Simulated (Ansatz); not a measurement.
Base system: BP in the zinc blende structure (space group F-43m, No. 216; a = 4.520 Å). Axes: x, y, z lie along the cube axes.

Now apply this change: uniaxial strain ε_zz = −1.63 %, all other strain components held at zero, atoms relaxed at fixed cell.

Levels (all Ansatz, a quantum-chemistry and plane-wave program, PAW): PBEsol (420 eV, without spin-orbit coupling); PBEsol+SOC (420 eV, noncollinear with spin-orbit coupling).

The geometry is relaxed with PBEsol.

| Property | Result |
|---|---|
| PBEsol valence-band top at Γ | 0.00, -0.16, -0.16 eV |
| PBEsol electron mass | 1.2 mₑ along k, 0.22 mₑ across (off the special points) |
| PBEsol width of the top valence band | 5.82 eV |
| PBEsol band gap | 0.84 eV |

With PBEsol+SOC at the same geometry, the valence-band top at Γ (three highest Kramers pairs, from the VBM) changes from 0.00, -0.16, -0.16 eV to 0.00, -0.15, -0.18 eV; the electron mass remains 1.2 mₑ along k, 0.22 mₑ across (off the special points); the width of the top valence band is still 5.82 eV; the band gap is still 0.84 eV.

Single points use the geometry relaxed with PBEsol. The spin-orbit shifts are approximate. Effective masses come from finite differences of ±0.01 Å⁻¹. Along k means along the line from Γ to the band edge. Whether these cells are dynamically stable was not tested. Labels are those of the standard path for the cell's own space group.
